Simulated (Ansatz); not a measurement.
CsCl-type BaS (model structure)

Method: PBEsol in Ansatz (plane waves, PAW).

Settings: plane-wave cutoff 500 eV, 10×10×10 k mesh, Fermi–Dirac smearing 0.05 eV, scalar-relativistic PAW data made under PBE.

Cell (relaxed at this level):

```yaml
crystal:
  lattice:
    - [3.77014, 0.00000, 0.00000]
    - [0.00000, 3.77014, 0.00000]
    - [0.00000, 0.00000, 3.77014]
  atoms:
    - { symbol: Ba, position: [0.00000, 0.00000, 0.00000] }
    - { symbol: S, position: [0.50000, 0.50000, 0.50000] }
```

For CsCl-type BaS (model structure), the band gap is 1.38 eV (on the SCF k mesh).

Note: the relaxation could raise the start's symmetry but not lower it, so the cell can be a saddle point.

Spin–orbit coupling is not included.

A model structure was made by putting elements into a prototype or built by hand; it is no filed structure, need not be a known phase, and can be a saddle point held by its symmetry.

Ansatz is a first-principles code.
